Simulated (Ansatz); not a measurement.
The parent structure is Ru in the hcp (Mg type) structure (space group P6_3/mmc, No. 194; relaxed with 0.1 eV smearing).

```xyz
2
Lattice="2.6914 0.0000 0.0000 -1.3457 2.3308 0.0000 0.0000 0.0000 4.2489" Properties=species:S:1:pos:R:3 pbc="T T T"
Ru     1.3457     0.7769     3.1867
Ru     0.0000     1.5539     1.0622
```

Cartesian axes are those of the cell as printed.

The values are results of Ansatz (a quantum-chemistry and plane-wave program), PBEsol, PAW, cutoff 420 eV, without spin-orbit coupling, not measurements.

The change: the cell is compressed by 1.50 % along z with no lateral relaxation; the atoms relax in the strained cell.

### Question
Predict the stress tensor and what it implies for the stiffness.

### Answer
Stress of the strained cell less that of the base (GPa, compression positive):
```
    3.0     0.0     0.0
    0.0     3.0     0.0
    0.0     0.0    11.2
```

Then −Δσ_ii/ε with ε = -0.0150 gives secant stiffness values (nonlinear terms included at this strain): C33 ≈ 747 GPa, C13 ≈ 203 GPa and C23 ≈ 203 GPa.

As a check, the harmonic strain energy −½ V₀ Δσ:ε is 7.0 meV/atom; the computed energy rise is 6.9 meV/atom.

Stability against distortions was not tested. All final runs are without spin polarisation.
